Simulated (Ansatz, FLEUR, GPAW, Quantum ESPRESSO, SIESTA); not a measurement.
Code comparison for Ni3Fe (Pm-3m, 4 atoms in the cell)

Self-consistent single point, at a second geometry (lattice scaled by 0.98). First geometry:

```yaml
crystal:
  lattice:
    - [3.55000, 0.00000, 0.00000]
    - [0.00000, 3.55000, 0.00000]
    - [0.00000, 0.00000, 3.55000]
  atoms:
    - { symbol: Fe, position: [0.00000, 0.00000, 0.00000], spin: 3.0 }
    - { symbol: Ni, position: [0.00000, 0.50000, 0.50000], spin: 0.5 }
    - { symbol: Ni, position: [0.50000, 0.00000, 0.50000], spin: 0.5 }
    - { symbol: Ni, position: [0.50000, 0.50000, 0.00000], spin: 0.5 }
```
(The spins are starting values, not results.)

Shared settings, as Ansatz (a program for electronic structure) writes them: kpoints.mp_grid.grid = 8 8 8; scf.occupations.method = fermi_dirac; scf.occupations.width = 0.1 eV. Potentials and cutoffs stand in the table.

```json
[
 {"code": "FLEUR", "model": "PBE, all-electron FLAPW (FLEUR), scalar-relativistic valence", "ΔF from the first geometry (meV/atom)": "25.5", "pressure (GPa)": "–", "size of the net moment (μB/atom)": "1.17", "cutoff": "Kmax 3.6 1/bohr"},
 {"code": "Quantum ESPRESSO", "model": "PBE, PSlibrary PAW (PBE) pseudopotentials", "ΔF from the first geometry (meV/atom)": "25.6", "pressure (GPa)": "13.09", "size of the net moment (μB/atom)": "1.18", "cutoff": "55 Ry"},
 {"code": "SIESTA", "model": "GGA PBE, numerical atomic orbitals TZP, PseudoDojo PBE standard norm-conserving potentials (rewritten from UPF to PSML)", "ΔF from the first geometry (meV/atom)": "7.6", "pressure (GPa)": "8.24", "size of the net moment (μB/atom)": "1.20", "cutoff": "grid 400 Ry"},
 {"code": "Ansatz", "model": "PBE, PAW files", "ΔF from the first geometry (meV/atom)": "22.8", "pressure (GPa)": "12.40", "size of the net moment (μB/atom)": "1.18", "cutoff": "420 eV"},
 {"code": "GPAW", "model": "PBE, GPAW PAW datasets PBE (gpaw-data 1.0.1)", "ΔF from the first geometry (meV/atom)": "31.9", "pressure (GPa)": "15.11", "size of the net moment (μB/atom)": "1.18", "cutoff": "850 eV"}
]
```

A dash marks a value that a program does not give, or that is left out as unsure.

On Ansatz's run: the magnetic order is the one reached from the typed start; others were not searched systematically.

The spread over the programs that give each value: ΔF from the first geometry within 24.3 meV/atom; pressure within 6.87 GPa; size of the net moment within 0.03 μB/atom.

SIESTA uses small atom-centred bases, whose incompleteness enters pressures, forces and empty levels differently from a plane-wave cutoff. FLEUR treats all electrons, but the usual bases taken here (sphere radii, linearisation, local orbitals, empty states) were not tested for convergence, so the values are no reference for the others. Ansatz's pressure is given at a fixed set of plane waves, as the other plane-wave codes print theirs; with its correction for the finite basis it is 12.57 GPa. In the pressure, SIESTA (by 4.85) and GPAW (by 2.03) lie more than 1 GPa from the median of the plane-wave programs.

The starting cell has typed, rounded lattice constants, without a prior relaxation at this level. For this run, on top of that: lattice scaled by 0.98.

Keys are those of Ansatz 0.2.
